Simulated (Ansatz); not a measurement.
An Ansatz (an electronic-structure program) input (PBEsol (Ansatz), spin-orbit coupling left out, earlier PAW set):

Ansatz 0.2 input:
```yaml
crystal:
  lattice:
    - [0, 3.2122914977, 3.2122914977]
    - [3.2122914977, 0, 3.2122914977]
    - [3.2122914977, 3.2122914977, 0]
  atoms:
    - { symbol: Mo, position: [0, 0, 0] }
    - { symbol: Mg, position: [0.25, 0.25, 0.25] }
    - { symbol: Mg, position: [0.75, 0.75, 0.75] }
basis: { ecutwfc: 420, ecutrho_ratio: 4, xc_grid: 2, fft_grid_basis: typed }
kpoints: { mp_grid: { grid: [13, 13, 13] } }
hamiltonian:
  xc: pbesol
  dispersion: none
  pseudopotentials: { azcp: { folder: ./paw }, kind: paw }
scf: { occupations: { method: fermi_dirac, width: 0.05 }, convergence: { dr2_threshold: 0.0000000003 } }
output: { forces: true, stress: true }
checkpoint: { write: state.ck, write_every: 1000 }
```

### Question
Which symmetry and how many k-points will the program report, and about how many plane waves at Γ?

### Answer
Space group Fm-3m (ITA 225) with 48 operations, k-points 84 of 2197, and 1291 plane waves at Γ.

Whether these cells are dynamically stable was not tested. The final runs are not spin-polarised. The cell was made from Mg2Si by this change: Si → Mo; the result is a hypothetical phase, not in the database extracts checked. Mg2Mo has a high density of states at the Fermi level and may be magnetic at this level.
